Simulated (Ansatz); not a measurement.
# Effect of Zn on a S site (antisite), symmetric start on ZnS

The parent structure is an 8-atom supercell of ZnS in the zinc blende structure (space group F-43m, No. 216; a = 5.4435 Å) at its relaxed geometry.

Now apply this change: one S atom is replaced by Zn, atoms relaxed at fixed cell.

Calculations: Ansatz (a quantum-chemistry and plane-wave program) PBE, spin-orbit coupling left out, earlier PAW set. Settings: 5×5×5 k-points, 0.01 eV Fermi–Dirac smearing.

| quantity | base | changed | shift |
|---|---|---|---|
| pressure | 0.0 GPa | 3.4 GPa | +3.4 GPa |
| energy gained by relaxation | – | 0.12 eV | – |
| largest displacement of a host atom from its site in the perfect cell | – | 0.08 Å | – |

Final structure:

```
CELL_PARAMETERS angstrom
     -5.44349     0.00000     0.00000
      0.00000     0.00000     5.44349
      0.00000     5.44349     0.00000
ATOMIC_POSITIONS crystal
  Zn 0.25000 0.75000 0.75000
  S  0.75000 0.75000 0.25000
  S  0.75000 0.25000 0.75000
  S  0.25000 0.25000 0.25000
  Zn 0.99156 0.00844 0.00844
  Zn 0.50844 0.00844 0.49156
  Zn 0.50844 0.49156 0.00844
  Zn 0.99156 0.49156 0.49156
```

Cost of the whole job for the changed cell (relaxation, final SCF and bands): roughly 90 core-seconds.

Other magnetic orders, which the real material may have, were not ruled out. In so small a cell the defect repeats every few ångströms: this is an ordered compound, not a dilute defect. A case with no gap was solved on a k-mesh chosen for an insulator, which is coarse for it. The defect started on the symmetric site and kept its symmetry, so it may sit on a saddle. Seeded moments were not kept for Zn on a S site (antisite). The defect cell is spin-polarised and ends with 0.2 μB, a fractional moment that hangs on the mesh and smearing.
